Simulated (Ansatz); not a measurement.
Density of states of Cu (Fm-3m) near the Fermi level, PBEsol, rigid bands (Ansatz, a first-principles code).

```
E − E_F (eV) | states/eV/cell
    -1.95 | ################ 2.97
    -1.85 | ################## 3.31
    -1.75 | ######################## 4.42
    -1.65 | ############################## 5.64
    -1.55 | ############### 2.73
    -1.45 | ### 0.63
    -1.35 | ## 0.42
    -1.25 | ## 0.40
    -1.15 | ## 0.39
    -1.05 | ## 0.37
    -0.95 | ## 0.36
    -0.85 | ## 0.35
    -0.75 | ## 0.34
    -0.65 | ## 0.34
    -0.55 | ## 0.33
    -0.45 | ## 0.32
    -0.35 | ## 0.32
    -0.25 | ## 0.31
    -0.15 | ## 0.31
    -0.05 | ## 0.30
     0.05 | ## 0.30
     0.15 | ## 0.29
     0.25 | ## 0.29
     0.35 | ## 0.28
     0.45 | # 0.28
     0.55 | # 0.28
     0.65 | # 0.27
     0.75 | # 0.27
     0.85 | # 0.27
     0.95 | # 0.26
     1.05 | # 0.26
     1.15 | # 0.26
     1.25 | # 0.26
     1.35 | # 0.26
     1.45 | # 0.26
     1.55 | # 0.26
     1.65 | # 0.25
     1.75 | # 0.25
     1.85 | # 0.24
```

Question: With 1 atom a cell, what bare Sommerfeld coefficient γ = (π²/3) k_B² N(E_F) follows?

Answer: N(E_F) ≈ 0.30 states/eV a cell at 300 K, so γ ≈ 0.70 mJ/(mol of atoms·K²), before electron-phonon enhancement.

Question: How far does the Fermi level move in a rigid band for 0.1 electron a cell added or removed?

Answer: 343 meV and -326 meV.

A metal at this level (no band gap); rigid bands, thermally averaged at 300 K, both spins. Spin-orbit coupling is left out. Geometry: cell and atoms relaxed with PBEsol.
